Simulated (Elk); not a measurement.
Band structure of Ta (Im-3m, 1 atom in the cell).

```yaml
crystal:
  lattice:
    - [-1.65000, 1.65000, 1.65000]
    - [1.65000, -1.65000, 1.65000]
    - [1.65000, 1.65000, -1.65000]
  atoms:
    - { symbol: Ta, position: [0.00000, 0.00000, 0.00000] }
```

Computed with PBE, all-electron FP-LAPW, Elk's shipped species files, default APW+lo basis run with Elk 10.2.4.

Settings: xctype = 20; rgkmax = 7; stype = 3; swidth = 0.00183747 Ha; ngridk = 14 14 14; rmtscf = 0.91.

The starting cell has typed, rounded lattice constants, without a prior relaxation at this level. Spin-orbit coupling is off. Spin polarisation is off. Values depend on the basis (sphere radii, cutoffs, local orbitals), which need not be converged.

Levels in eV from the Fermi level, bands 10 to 17:
```csv
point,10,11,12,13,14,15,16,17
Γ,-18.86,-18.82,-7.93,0.77,0.77,0.77,4.07,4.07
H,-18.84,-18.84,-3.83,-3.83,6.99,6.99,6.99,8.62
N,-18.86,-18.83,-4.40,-1.54,1.60,3.95,5.08,8.05
P,-18.87,-18.87,-1.24,-1.24,-1.24,5.19,5.19,7.10
```

Bands cross the Fermi level along this path, so the cell is metallic at this level.
